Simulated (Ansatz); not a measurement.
Take HfO₂ in the fluorite structure (space group Fm-3m, No. 225; a = 5.058 Å) as the base.

Modification: a hydrostatic pressure of 50 GPa.

Levels (all Ansatz, a quantum-chemistry and plane-wave program, PAW): r2SCAN (500 eV, no SOC); HSE06+SOC (420 eV, noncollinear with spin-orbit coupling).

The geometry is relaxed with r2SCAN.

- r2SCAN band gap = 4.66 eV

How does going to HSE06+SOC change the band gap?

The band gap rises by 1.14 eV (4.66 eV → 5.80 eV).

Single points use the geometry relaxed with r2SCAN. Their cutoffs differ, which shifts pressures a little. The hybrid gap comes from the SCF mesh plus the semilocal run's edge points and a few special points and is an upper bound. Differences between runs with and without spin-orbit coupling are approximate. With Hf present, leaving out spin-orbit coupling can change the band edges. Load acts through the strain it causes; cell and atoms are relaxed under it. Stability against distortions was not tested. No other phases were tried under pressure. This is not the structure that HfO2 has at room temperature and ambient pressure.
